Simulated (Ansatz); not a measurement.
Output of an Ansatz run (abridged):

```
WARN the atoms were moved onto the symmetric positions of the space group found under crystal.symmetry.tolerance 1.0e-5 (fractional …
WARN ansatz: RAYON_NUM_THREADS=1 ignored (pool sized by the plan → 1); use --threads N
Pseudopotentials: kind: paw
Pseudopotential: Co, paw, valence charge 17
Pseudopotential: Sn, paw, valence charge 14
Crystal: 6 atoms, lattice volume = 98.317 Å³
Basis set: ecut = 420.4159175005146 eV, 1915 PW (Γ)
Bands: 56, of which v1, the nominal top of the filled ones, is band 47 counted from 1 (46 counted from 0)
Symmetry: 12 space group operations
Space group: P6mm (ITA 183), of the structure as read, at distance tolerance 4.6e-5 Å
k-points: 40 of 392 (time reversal used)
PAW frozen core: Co, regenerated for the run's functional, and the local potential with it
PAW frozen core: Sn, regenerated for the run's functional, and the local potential with it
Initial density: superposition of atomic densities (neutral atoms: chi_scale 0, normalization atom), corrected by the library's trained network
Initial wavefunctions: pseudopotential atomic-orbital guess
Eigensolver: davidson
Functional: x = slater, c = lda
SCF iter   1: F=—  HF=-32828.023046 eV  |F-HF|=—  |Δ(HF+E_count)|=         —  Δρ=1.04e-2  dr2=5.38e-2  ethr=1.77e-3  ⟨swp⟩=6.8  Hψ=8774  notcnv=0  defer=13
all-band conjugate gradients solve this SCF's bands
preconditioner: auto → LDOS
SCF iter   2: F=—  HF=-32828.017266 eV  |F-HF|=—  |Δ(HF+E_count)|=   5.78e-3  Δρ=8.51e-3  dr2=3.67e-2  ethr=5.79e-5  ⟨swp⟩=2.0  Hψ=4738  notcnv=0  defer=101
SCF iter   3: F=—  HF=-32828.004752 eV  |F-HF|=—  |Δ(HF+E_count)|=   1.25e-2  Δρ=6.78e-3  dr2=2.84e-2  ethr=3.95e-5  ⟨swp⟩=2.0  Hψ=4278  notcnv=0  defer=101
SCF iter   4: F=—  HF=-32828.001874 eV  |F-HF|=—  |Δ(HF+E_count)|=   2.88e-3  Δρ=2.03e-3  dr2=2.30e-3  ethr=3.05e-5  ⟨swp⟩=1.6  Hψ=2237  notcnv=0  defer=101
SCF iter   5: F=—  HF=-32828.001586 eV  |F-HF|=—  |Δ(HF+E_count)|=   2.88e-4  Δρ=5.46e-4  dr2=2.04e-4  ethr=2.47e-6  ⟨swp⟩=2.6  Hψ=3612  notcnv=0  defer=101
SCF iter   6: F=—  HF=-32828.001569 eV  |F-HF|=—  |Δ(HF+E_count)|=   1.66e-5  Δρ=3.97e-5  dr2=1.22e-6  ethr=2.19e-7  ⟨swp⟩=2.0  Hψ=2514  notcnv=0  defer=101
SCF iter   7: F=—  HF=-32828.001594 eV  |F-HF|=—  |Δ(HF+E_count)|=   2.47e-5  Δρ=2.72e-5  dr2=5.41e-7  ethr=1.31e-9  ⟨swp⟩=2.0  Hψ=4006  notcnv=0  defer=101
SCF iter   8: F=—  HF=-32828.001594 eV  |F-HF|=—  |Δ(HF+E_count)|=   1.22e-8  Δρ=1.51e-5  dr2=1.70e-7  ethr=5.82e-10  ⟨swp⟩=2.7  Hψ=3431  notcnv=0  defer=101
SCF iter   9: F=-32828.001594 eV  HF=-32828.001594 eV  |F-HF|=2.42e-9  |Δ(HF+E_count)|=   1.72e-8  Δρ=1.95e-6  dr2=3.44e-9  ethr=1.08e-10  ⟨swp⟩=9.1  Hψ=8750  notcnv=0
SCF 1 converged in 9 iterations: F = -32828.001594 eV  dr2 = 3.44e-9
SCF converged after 9 iterations
Free energy (F): -32828.001594 eV
Harris-Foulkes:  -32828.001594 eV  (|F-HF|=2.42e-9)
Internal energy: -32827.991058 eV  (E = F + TS)
E sigma→0 (E₀):  -32827.996326 eV
Entropy (-TS):   -0.010536 eV (-1.756 meV/atom)
Fermi energy:    15.048218 eV
--- Per-component energies (eV) ---
  E_band       = -943.713081
  E_kinetic    = 1941.571718
  E_local      = -13227.131708  (includes V_loc(G=0)·N_el)
  E_nonlocal   = 1310.901376
  E_hartree    = 6254.220110
  E_xc         = -1612.034690
  E_vxc        = -913.168319  (∫ρ·V_xc dr)
  E_paw        = -16360.458675  (= ΣΔE_a)
  E_vpaw       = -2564.319295  (= ΣTr[D̂ρ^β])
  E_aug_tail   = 0.000093  (compensation charges beyond the density's cutoff)
  E_ewald      = -11137.588729
  E_core_change = 2.529447  (= ΣΔE_core)
  E_smearing   = -0.010536  (= −TS)
  E_closure    = -0.000000  (closes the sum)
  Σ components = -32828.001594   (vs F -32828.001594, Δ=0.00e0)
--- Forces (eV/Å), atoms counted from 1 ---
  atom   1  Co    -0.00000000    -0.00000000     0.03118170
  atom   2  Co     0.00000000    -0.00000000     0.03118170
  atom   3  Co    -0.00000000     0.00000000     0.03118170
  atom   4  Sn     0.00000000     0.00000000     0.05674437
  atom   5  Sn    -0.00000000    -0.00000000     0.05674437
  atom   6  Sn     0.00000000    -0.00000000    -0.20700467
  max |Σ_I F_I| component: 2.91e-5 eV/Å
--- Stress (GPa, compression-positive) ---
       -4.075527       0.000000      -0.000000
        0.000000      -4.075527       0.000000
       -0.000000       0.000000      -4.473935
  P = ⅓ Tr σ = -4.2083 GPa (-42.083 kbar)
  The stress holds the Pulay correction. Without it, at fixed plane waves, as pw.x and ABINIT print it: P = -4.3388 GPa
--- Band table (eV; the first three rows and the last of 40) ---
  k-point 0: bands = ["-78.5328", "-78.5168", "-78.5168", "-42.3522", "-42.3082", "-42.2920", "-42.2920", "-42.2584", "-42.2584", "-42.1823", "-42.1823", "-42.1650", "-6.3258", "-6.2322", "-6.2322", "-6.2192", "-6.2192", "-6.1632", "-6.1418", [...]
  k-point 1: bands = ["-78.5328", "-78.5168", "-78.5168", "-42.3521", "-42.3083", "-42.2920", "-42.2920", "-42.2584", "-42.2584", "-42.1823", "-42.1823", "-42.1650", "-6.3224", "-6.2314", "-6.2314", "-6.2215", "-6.2215", "-6.1588", "-6.1523", [...]
  k-point 2: bands = ["-78.5328", "-78.5168", "-78.5168", "-42.3519", "-42.3087", "-42.2920", "-42.2920", "-42.2585", "-42.2585", "-42.1823", "-42.1823", "-42.1650", "-6.3144", "-6.2294", "-6.2294", "-6.2270", "-6.2270", "-6.1726", "-6.1726", [...]
  k-point 39: bands = ["-78.5262", "-78.5233", "-78.5169", "-42.3022", "-42.3018", "-42.2990", "-42.2920", "-42.2796", "-42.2243", "-42.2185", "-42.1916", "-42.1837", "-6.3297", "-6.2973", "-6.2434", "-6.2122", "-6.2022", "-6.1976", "-6.1812", [...]
```

The structure:

```xyz
6
Lattice="5.2198 0.0000 0.0000 -2.6099 4.5205 0.0000 0.0000 0.0000 4.1667" Properties=species:S:1:pos:R:3 pbc="T T T"
Co    -1.3050     2.2602     0.0000
Co     2.6099     0.0000     0.0000
Co     1.3050     2.2602     0.0000
Sn     2.6099     1.5068     2.0833
Sn     0.0000     3.0137     2.0833
Sn     0.0000     0.0000     0.0500
```

Problem. What input produced this log?

Solution. Other spellings and defaults could give the same log, and not every line can be read from it. The input that was run (DFT, LDA (PW92), plane waves, default PAW files made with PBE):

Ansatz 0.2 input:
```yaml
crystal:
  lattice:
    - [5.21981000, 0.00000000, 0.00000000]
    - [-2.60990500, 4.52048800, 0.00000000]
    - [0.00000000, 0.00000000, 4.16665200]
  atoms:
    - { symbol: Co, position: [0.00000000, 0.50000000, 0.00000000] }
    - { symbol: Co, position: [0.50000000, 0.00000000, 0.00000000] }
    - { symbol: Co, position: [0.50000000, 0.50000000, 0.00000000] }
    - { symbol: Sn, position: [0.66666700, 0.33333300, 0.50000000] }
    - { symbol: Sn, position: [0.33333300, 0.66666700, 0.50000000] }
    - { symbol: Sn, position: [0.00000000, 0.00000000, 0.01200000] }
basis:
  ecutwfc: 30.9 Ry
kpoints:
  mp_grid: { grid: [7, 7, 8] }
hamiltonian:
  xc: lda
  pseudopotentials: { kind: paw }
scf:
  occupations: { method: gaussian, width: 0.0073 Ry }
output:
  forces: true
  eigenvalues: true
  stress: true
```

The starting cell comes from a database of computed structures (which also holds hypothetical and non-ambient phases and stackings), without a prior relaxation at this level. Its lattice was rescaled by up to half a per cent. One atom was moved a little off its site on purpose. Spin polarisation is off. With a pressure of about -4 GPa the cell is away from its equilibrium volume at this level. Ansatz's pressure includes its estimate of the finite-basis (Pulay) stress.

Ansatz is an electronic-structure program.
